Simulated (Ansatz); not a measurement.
Sc2Ge2O7 (Fd-3m, No. 227, 22 atoms in the cell; start mp-757450) was calculated with PBEsol (Ansatz, a first-principles code, PAW).

Settings: plane-wave cutoff 520 eV, 6×6×6 k mesh, Fermi–Dirac smearing 0.01 eV, scalar-relativistic PAW data made under PBE.

Cell (relaxed with PBEsol):

```cif
data_Ge4O14Sc4
_chemical_formula_sum 'Sc4 Ge4 O14'
_space_group_name_H-M_alt 'P 1'
_space_group_IT_number 1
_cell_length_a 6.79240
_cell_length_b 6.79240
_cell_length_c 6.79240
_cell_angle_alpha 60.000
_cell_angle_beta 60.000
_cell_angle_gamma 60.000
loop_
_space_group_symop_operation_xyz
  'x, y, z'
loop_
_atom_site_label
_atom_site_type_symbol
_atom_site_fract_x
_atom_site_fract_y
_atom_site_fract_z
_atom_site_occupancy
Sc1 Sc 0.62500 0.62500 0.62500 1
Sc2 Sc 0.12500 0.62500 0.62500 1
Sc3 Sc 0.62500 0.62500 0.12500 1
Sc4 Sc 0.62500 0.12500 0.62500 1
Ge1 Ge 0.12500 0.62500 0.12500 1
Ge2 Ge 0.12500 0.12500 0.12500 1
Ge3 Ge 0.62500 0.12500 0.12500 1
Ge4 Ge 0.12500 0.12500 0.62500 1
O1 O 0.75000 0.75000 0.75000 1
O2 O 0.50000 0.50000 0.50000 1
O3 O 0.20851 0.79149 0.79149 1
O4 O 0.04149 0.45851 0.04149 1
O5 O 0.79149 0.20851 0.20851 1
O6 O 0.45851 0.04149 0.45851 1
O7 O 0.79149 0.20851 0.79149 1
O8 O 0.04149 0.04149 0.45851 1
O9 O 0.20851 0.79149 0.20851 1
O10 O 0.45851 0.45851 0.04149 1
O11 O 0.79149 0.79149 0.20851 1
O12 O 0.45851 0.04149 0.04149 1
O13 O 0.20851 0.20851 0.79149 1
O14 O 0.04149 0.45851 0.45851 1
```

### Question
What does this level give for the band gap, smallest direct gap on the k points sampled and Γ–Γ gap?

### Answer

- band gap = 3.77 eV (indirect)
- smallest direct gap on the k points sampled = 3.86 eV
- Γ–Γ gap = 4.00 eV

Spin–orbit coupling is not included.

Static lattice: no zero-point or thermal effects.

Computing time: about 60 core-seconds (a rough figure).

A start named mp-… is a Materials Project structure, which need not be a measured phase.
